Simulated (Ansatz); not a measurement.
**Al: uniaxial strain ε_yy = −2.72 %**

The parent structure is Al in the fcc (Cu type) structure (space group Fm-3m, No. 225; a = 3.992 Å). Axes: x, y, z lie along the cube axes.

The change: uniaxial strain ε_yy = −2.72 %, all other strain components held at zero, atoms relaxed at fixed cell.

Computed with plane-wave PAW DFT at the r2SCAN level (Ansatz, a first-principles code, 500 eV), no spin-orbit coupling. Settings: 20×20×20 k-points, 0.05 eV Fermi–Dirac smearing.

Shortest interatomic distance: 2.785 Å (base 2.823 Å)
Energy relative to the base (free energy F): +4.9 meV/atom
Pressure (mean of the normal stresses, compression positive): 2.8 GPa (base 0.0 GPa)
Band gap: zero (base zero)
Stress (xx, yy, zz, yz, xz, xy; compression positive): (2.2, 4.1, 2.2, 0.0, 0.0, 0.0) GPa (rough)

Final structure:

```
CELL_PARAMETERS angstrom
      0.00000     1.94172     1.99601
      1.99601     0.00000     1.99601
      1.99601     1.94172     0.00000
ATOMIC_POSITIONS crystal
  Al 0.00000 0.00000 0.00000
```

Cost of the whole job for the changed cell (relaxation, final SCF and bands): roughly 30 core-seconds.

Without a gap, meshes like the base's 20×20×20 leave anisotropic stresses uncertain by several tenths of a GPa, and small strain energies with them. Whether these cells are dynamically stable was not tested.
